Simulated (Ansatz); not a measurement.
Consider TiO₂ in the anatase structure (space group I4_1/amd, No. 141; a = 3.770 Å, c = 9.552 Å). Axes: x, y, z lie along a, b, c of the conventional cell.

One thing is altered: uniaxial stress, 3 GPa tension along x, with the cell and atoms free to relax against it.

Levels (all Ansatz, a program for electronic structure, PAW): PBEsol (420 eV, scalar-relativistic without spin-orbit coupling); r2SCAN (500 eV, spin-orbit coupling left out); HSE06 (420 eV, no SOC).

One geometry, relaxed with PBEsol, under each level:

```csv
level,band gap,lowest conduction level above the VBM at special points,pressure
PBEsol,2.07 eV,Γ 2.07 eV; X 2.42 eV; Σ₀ 3.13 eV; F₂ 3.13 eV,-1.00 GPa
r2SCAN,[?],[?],[?]
HSE06,3.60 eV,Γ 3.60 eV; X 4.01 eV; Σ₀ 4.75 eV,–
```

### Question
Give the withheld r2SCAN results.

### Answer

- r2SCAN, band gap: 2.49 eV
- r2SCAN, lowest conduction level above the VBM at special points: Γ 2.49 eV; X 2.84 eV; Σ₀ 3.54 eV; F₂ 3.54 eV
- r2SCAN, pressure: 0.59 GPa

Single points use the geometry relaxed with PBEsol. Their cutoffs differ, which shifts pressures a little. The hybrid gap comes from the SCF mesh plus the semilocal run's edge points and a few special points and is an upper bound. Load acts through the strain it causes; cell and atoms are relaxed under it. Stability under load was not tested beyond the relaxation. All final runs are without spin polarisation. k-point labels follow each cell's own Brillouin zone.
